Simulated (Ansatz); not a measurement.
Base system: La2O3 (space group P-3m1, No. 164).

```xyz
5
Lattice="3.9353 0.0000 0.0000 -1.9676 3.4080 0.0000 0.0000 0.0000 6.1263" Properties=species:S:1:pos:R:3 pbc="T T T"
La     0.0000     2.2720     1.5079
La     1.9676     1.1360     4.6184
O      0.0000     0.0000     0.0000
O      0.0000     2.2720     3.9583
O      1.9676     1.1360     2.1680
```

Calculations: Ansatz (a first-principles code) r2SCAN, no spin-orbit coupling.

Before the change:

* **Band gap**: 4.23 eV
* **Width of the top valence band**: 0.38 eV
* **Gap character**: indirect, L → K

Modification: Se takes the place of O on all its sites, then cell and atoms are relaxed.

Problem. Estimate the effect on the band gap.

Solution. The band gap drops by 2.07 eV to 2.16 eV.

Problem. What happens to the width of the top valence band?

Solution. The width of the top valence band rises by 0.55 eV (0.38 eV → 0.93 eV).

Problem. What happens to the gap character?

Solution. The gap character becomes indirect, Γ → M (base: indirect, L → K).

Whether these cells are dynamically stable was not tested. As relaxed here, La2Se3 is a hypothetical phase, not in the database extracts checked.
